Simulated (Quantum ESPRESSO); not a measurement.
**Parameter sweep on TaTc (Pm-3m, 2 atoms in the cell)**

```
CELL_PARAMETERS angstrom
      3.17495     0.00000     0.00000
      0.00000     3.17495     0.00000
      0.00000     0.00000     3.17495
ATOMIC_POSITIONS crystal
  Ta 0.00000 0.00000 0.00000
  Tc 0.50000 0.50000 0.50000
```

Base run A: LDA (PZ), GBRV 1.5 ultrasoft (LDA) pseudopotentials in Quantum ESPRESSO, self-consistent single point.

Its settings: ecutwfc = 40 Ry; ecutrho = 320 Ry; occupations = smearing; smearing = gaussian; degauss = 0.0036749 Ry; potentials = {Ta: ta_lda_v1.uspp.F.UPF, Tc: tc_lda_v1.uspp.F.UPF}; K_POINTS = automatic 14 14 14 0 0 0; conv_thr = 1e-10 Ry; mixing_beta = 0.3.

The starting cell comes from a database of computed structures (which also holds hypothetical and non-ambient phases and stackings), without a prior relaxation at this level. Spin polarisation is off. In the base run, with a pressure of about -12 GPa the cell is away from its equilibrium volume at this level.

ΔF is the free energy per atom less that of run A. 

Run A gave: pressure (GPa) -12.00; TS (meV/atom) 0.4.

Runs:
- B: degauss = 0.000146997 Ry
- C: degauss = 0.000734986 Ry
- D: degauss = 0.0018375 Ry
- E: degauss = 0.0073499 Ry
- F: degauss = 0.011025 Ry
- G: degauss = 0.0147 Ry
- H: degauss = 0.02205 Ry
- I: degauss = 0.036749 Ry
- J: degauss = 0.058799 Ry

Problem. What does run F change against A?

Solution. The free energy drops by 1.5 meV/atom and the pressure hardly changes (-12.00 to -12.07 GPa).

Problem. What does run J change against A?

Solution. The free energy falls by 58.1 meV/atom and the pressure goes from -12.00 to -11.58 GPa.

Problem. What does run I change against A?

Solution. The free energy drops by 18.8 meV/atom and the pressure hardly changes (-12.00 to -12.04 GPa).

```
run  ΔF (meV/atom)  pressure (GPa)  TS (meV/atom)
---  -------------  --------------  -------------
A             0.00          -12.00            0.4
B             0.21          -11.96            0.0
C             0.19          -11.98            0.0
D             0.14          -11.99            0.1
E            -0.59          -12.05            1.6
F            -1.53          -12.07            3.3
G             -2.8          -12.10            5.6
H             -6.3          -12.10           12.9
I            -18.8          -12.04           42.5
J            -58.1          -11.58          147.8
```
